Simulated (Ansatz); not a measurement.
**CsPbBr3 under a change: Pb → Hg**

Consider CsPbBr3 in the cubic perovskite structure (space group Pm-3m, No. 221; a = 5.872 Å).

Now apply this change: every Pb is replaced by Hg; the structure is relaxed again.

All numbers come from plane-wave PAW DFT at the PBEsol level (Ansatz, a quantum-chemistry and plane-wave program, 420 eV), without spin-orbit coupling, earlier PAW set. k-mesh 9×9×9 (Γ-centred); smearing 0.05 eV (Fermi–Dirac), for the changed cell.

The density increases by 0.86 g/cm³ (4.76 g/cm³ → 5.62 g/cm³) and the lattice parameter a falls by 0.338 Å, from 5.872 Å to 5.534 Å. The space group remains Pm-3m (No. 221) and the shortest interatomic distance decreases by 0.169 Å, from 2.936 Å to 2.767 Å. The band gap changes from 1.44 eV to zero.

With Pb present, leaving out spin-orbit coupling can change the band edges. No phonon test of stability was made. The final runs are not spin-polarised. Many cubic perovskites are stable only at high temperature; tilts and polar distortions were not tested. This is not the structure that CsPbBr3 has at room temperature and ambient pressure.
